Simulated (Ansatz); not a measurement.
# Evanescent states of WS$_{2}$ (P6_3/mmc, 6 atoms a cell, 17.4 Å³ an atom, 2 GPa at this level) along the normal of (100)

Level of theory: r2SCAN (plane waves, PAW; Ansatz, a program for electronic structure).

The gap is the functional's own. No spin-orbit coupling. Mid-gap values are interpolated on the energy grid.

Energies count from the valence-band top; κ is the least over a 10×4 mesh across the current.

```csv
E (eV),κ (1/Å),where
0.04,0.070,Γ
0.10,0.121,Γ
0.17,0.156,Γ
0.24,0.184,Γ
0.32,0.203,off Γ
0.39,0.202,off Γ
0.46,0.200,off Γ
0.53,0.198,off Γ
0.59,0.195,off Γ
0.67,0.191,off Γ
0.73,0.180,off Γ
0.81,0.157,off Γ
0.88,0.130,off Γ
0.94,0.091,off Γ
```

Question: How thick must the barrier be to attenuate the transmission by 10^8 when the electrodes' Fermi level lies at 0.39 eV, and what attenuation does that film give at 0.67 eV?

Answer: d = 8 ln 10 / (2 × 0.202) = 45.6 Å. At 0.67 eV it gives 8 × 0.191/0.202 = 7.6 decades.
